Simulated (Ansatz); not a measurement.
## InP: pressure series

The parent structure is InP in the zinc blende structure (space group F-43m, No. 216; a = 5.8784 Å).

Cell and atoms are relaxed at each pressure.

All numbers come from PBEsol (Ansatz, a quantum-chemistry and plane-wave program; PAW; 420 eV plane waves; scalar-relativistic without spin-orbit coupling).

Candidates:
(a) pressure 4.5 GPa
(b) pressure −2 GPa
(c) pressure 15 GPa
(d) pressure 22.5 GPa
(e) pressure 2.1 GPa

Before the change:

The band gap is 0.57 eV.

**Question.** Order them by band gap, highest first.

**Answer.** (c) pressure 15 GPa (1.34 eV), (d) pressure 22.5 GPa (1.22 eV), (a) pressure 4.5 GPa (0.88 eV), (e) pressure 2.1 GPa (0.73 eV), (b) pressure −2 GPa (0.40 eV)

Load acts through the strain it causes; cell and atoms are relaxed under it. Whether these cells are dynamically stable was not tested. Measured, InP leaves this structure (for rock salt) near 9.8 GPa (temperature not stated; as listed in Datta, Sujoy, Jana, Debnarayan, arXiv (2020)).
